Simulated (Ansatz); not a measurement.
An Ansatz (a first-principles code) input (PBEsol, PAW, 420 eV (Ansatz; without spin-orbit coupling)):

Ansatz 0.2 input:
```yaml
crystal:
  lattice:
    - [0, 2.3451531291, 2.3451531291]
    - [2.3451531291, 0, 2.3451531291]
    - [2.3451531291, 2.3451531291, 0]
  atoms:
    - { symbol: O, position: [0, 0, 0] }
    - { symbol: Cd, position: [0.5, 0.5, 0.5] }
basis: { ecutwfc: 420, ecutrho_ratio: 4, xc_grid: 2, fft_grid_basis: typed }
kpoints: { mp_grid: { grid: [12, 12, 12] } }
hamiltonian:
  xc: pbesol
  dispersion: none
  pseudopotentials: { kind: paw }
scf: { occupations: { method: fermi_dirac, width: 0.05 }, convergence: { dr2_threshold: 0.0000000002 } }
output: { forces: true, stress: true }
```

Question: Which symmetry and how many k-points will the program report, and about how many plane waves at Γ?

Answer: Space group Fm-3m (ITA 225) with 48 operations, k-points 72 of 1728, and 531 plane waves at Γ.

No phonon test of stability was made. The final runs are not spin-polarised. The cell is CdO in the rock salt structure (space group Fm-3m, No. 225).
